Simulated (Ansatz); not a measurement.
Start from BN in the wurtzite structure (space group P6_3mc, No. 186; a = 2.555 Å, c = 4.225 Å).

(Cell as relaxed with PBE.)

Levels (all Ansatz, a quantum-chemistry and plane-wave program, PAW): PBE (420 eV, no SOC); PBEsol (420 eV, without spin-orbit coupling).

Each level relaxes its own structure.

```tsv
quantity	PBE	PBEsol
volume per atom	5.97 Å³	?
lattice parameter a	2.555 Å	?
lattice parameter c	4.225 Å	?
band gap	5.23 eV	?
gap character	indirect, Γ → K	?
electron mass	0.31 mₑ along c, 0.51 mₑ across	?
```

Problem. Predict the PBEsol column.

Solution. 
- volume per atom, PBEsol: 5.88 Å³
- lattice parameter a, PBEsol: 2.541 Å
- lattice parameter c, PBEsol: 4.203 Å
- band gap, PBEsol: 4.96 eV
- gap character, PBEsol: indirect, Γ → K
- electron mass, PBEsol: 0.30 mₑ along c, 0.50 mₑ across

PBE's volume per atom lies 0.09 Å³ above PBEsol's (1.6 %); PBE's lattice parameter a lies 0.014 Å above PBEsol's (0.5 %); PBE's lattice parameter c lies 0.0213 Å above PBEsol's (0.5 %); PBE's band gap lies 0.263 eV above PBEsol's; the two agree on the gap character. Neither level is exact; PBEsol is the comparison here, not a measurement.

Effective masses come from finite differences of ±0.01 Å⁻¹. Whether these cells are dynamically stable was not tested.
